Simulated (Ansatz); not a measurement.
Element substitutions in ZrGeS

Start from ZrGeS (space group P4/nmm, No. 129; a = 3.602 Å, c = 7.988 Å).

Each row replaces one element on all its sites; cell and atoms are relaxed.

All numbers come from Kohn–Sham DFT with the PBEsol functional, run in Ansatz (an electronic-structure program) with PAW and 420 eV plane waves, without spin-orbit coupling.

| case | density | c/a ratio |
|---|---|---|
| base | 6.28 g/cm³ | 2.218 |
| S → Te | 7.66 g/cm³ | 2.227 |
| Zr → Hf | 9.27 g/cm³ | 2.200 |
| Ge → P | 5.21 g/cm³ | 2.191 |

Stability against distortions was not tested. As relaxed here, ZrPS is a hypothetical phase, not in the database extracts checked. The final runs are not spin-polarised.
